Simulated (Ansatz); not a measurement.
Ba3P2 (space group P-3m1, No. 164; a hypothetical phase, not in the database extracts checked)

```
CELL_PARAMETERS angstrom
      5.40101     0.00000     0.00000
     -2.70050     4.67741     0.00000
      0.00000     0.00000     6.72619
ATOMIC_POSITIONS crystal
  P  0.33333 0.66667 0.21301
  P  0.66667 0.33333 0.78699
  Ba 0.00000 0.00000 0.00000
  Ba 0.33333 0.66667 0.70065
  Ba 0.66667 0.33333 0.29935
```

All numbers come from PBEsol in Ansatz (plane waves to 420 eV, PAW, no spin-orbit coupling). Settings: 7×7×5 k-points, 0.05 eV Fermi–Dirac smearing.

```json
{
  "volume_per_atom": "33.98 Å³",
  "density": "4.63 g/cm³",
  "band_gap": "0.14 eV, indirect, Γ → K",
  "electron_mass": "0.28 mₑ along c, 0.36 mₑ across",
  "hole_mass": "0.17 mₑ along c, 0.61 mₑ across",
  "Lowest conduction-band minima above the VBM": "K (1/3, 1/3, 0) 0.14 eV; Γ 0.77 eV",
  "total_energy": "-3814.601 eV/atom (σ→0; compares only within this code and set-up)"
}
```

Effective masses come from finite differences of ±0.01 Å⁻¹. Whether these cells are dynamically stable was not tested. A zero or small gap of Ba3P2 can be the functional's error rather than a property of the material.

Ansatz is a program for electronic structure.
